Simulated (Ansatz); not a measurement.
Results of PBEsol in Ansatz (PAW) for RbVF3 (Pm-3m, No. 221, 5 atoms in the cell; start mp-556424).

Settings: plane-wave cutoff 500 eV, 10×10×10 k mesh, Fermi–Dirac smearing 0.05 eV, spin-polarised start, scalar-relativistic PAW data made under PBE.

Cell (relaxed at this level):

```yaml
crystal:
  lattice:
    - [4.15077, 0.00000, 0.00000]
    - [0.00000, 4.15077, 0.00000]
    - [0.00000, 0.00000, 4.15077]
  atoms:
    - { symbol: Rb, position: [0.00000, 0.00000, 0.00000] }
    - { symbol: V, position: [0.50000, 0.50000, 0.50000] }
    - { symbol: F, position: [0.00000, 0.50000, 0.50000] }
    - { symbol: F, position: [0.50000, 0.00000, 0.50000] }
    - { symbol: F, position: [0.50000, 0.50000, 0.00000] }
```

Q: Give the computed band gap.

A: 
* **band gap**: 0.57 eV (on the SCF k mesh)

Note: the magnetic order was assumed, not searched for or taken from measurement; the relaxation could not lower the start's symmetry, so the cell can be a saddle point above a distorted one.

Spin–orbit coupling is not included.

Computing time: around 80 core-seconds (rough).

A start named mp-… is a Materials Project structure, which need not be a measured phase.

Ansatz is a first-principles code.
